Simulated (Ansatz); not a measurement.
**Tl: element substitutions**

Base system: Tl in the hcp (Mg type) structure (space group P6_3/mmc, No. 194; a = 3.5195 Å, c = 5.6022 Å).

Each row replaces one element on all its sites; cell and atoms are relaxed.

Computed with Ansatz (an electronic-structure program), r2SCAN, PAW, cutoff 500 eV, no spin-orbit coupling.

Candidates:
(a) Tl → In
(b) Tl → Ga
(c) Tl → Pb
(d) Tl → Al

Before the change:

* **Volume per atom**: 30.05 Å³

Q: Order them by volume per atom, lowest first.

A: (d) Tl → Al (16.01 Å³), (b) Tl → Ga (17.97 Å³), (a) Tl → In (26.42 Å³), (c) Tl → Pb (31.00 Å³)

Stability against distortions was not tested. As relaxed here, Ga is a hypothetical phase, not in the database extracts checked. For In and Al in this form, whether it has been made was not checked. This is not the structure that In has at room temperature and ambient pressure. This is not the structure that Pb has at room temperature and ambient pressure. This is not the structure that Al has at room temperature and ambient pressure.
